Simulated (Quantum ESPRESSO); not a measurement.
# Zone-centre phonon calculation of Os (P6_3/mmc, 4 atoms in the cell) at several settings

```
CELL_PARAMETERS angstrom
      2.68978     0.00000     0.00000
     -1.34489     2.32942     0.00000
      0.00000     0.00000     8.65439
ATOMIC_POSITIONS crystal
  Os 0.00000 0.00000 0.00000
  Os 0.00000 0.00000 0.50000
  Os 0.33333 0.66667 0.25000
  Os 0.66667 0.33333 0.75000
```

Base: PBE, PseudoDojo standard norm-conserving (PBE) pseudopotentials run with Quantum ESPRESSO 7.5. Its settings: ecutwfc = 75 Ry; occupations = smearing; smearing = cold; degauss = 0.0099958 Ry; potentials = {Os: Os.upf}; K_POINTS = automatic 9 9 3 0 0 0; conv_thr = 1e-10 Ry. Starting volume 13.56 Å³ per atom.

Each line gives the change from the base single point and the result:

- conv_thr: 1e-10 Ry → 7.3e-06 Ry; ph.x.tr2_ph: default → 1e-14; ph.x.fildyn: default → dyn.G; dynmat.x.fildyn: default → dyn.G; dynmat.x.asr: default → crystal: zone-centre frequencies (cm⁻¹; negative means imaginary) 0, 0, 0, 97, 97, 130, 130, 145, 145, 178, 207, 219.
- ph.x.tr2_ph: default → 1e-14; ph.x.fildyn: default → dyn.G; dynmat.x.fildyn: default → dyn.G; dynmat.x.asr: default → crystal: zone-centre frequencies (cm⁻¹; negative means imaginary) 0, 0, 0, 104, 104, 125, 125, 146, 146, 183, 203, 219.
- ecutwfc: 75 Ry → 52 Ry; ph.x.tr2_ph: default → 1e-14; ph.x.fildyn: default → dyn.G; dynmat.x.fildyn: default → dyn.G; dynmat.x.asr: default → crystal: pressure 7.81 GPa; zone-centre frequencies (cm⁻¹; negative means imaginary) 0, 0, 0, 105, 105, 125, 125, 146, 146, 184, 204, 221.

The starting cell was generated: these elements placed on a structure prototype, without a prior relaxation; it need not be a known phase or ordering of this composition. Its lattice was rescaled by a random factor within 2.5 % of one. Spin polarisation is off. In the base run, with a pressure of about 24 GPa the cell is away from its equilibrium volume at this level.

Frequencies and response belong to this unrelaxed cell, and polar modes hold no LO-TO splitting.
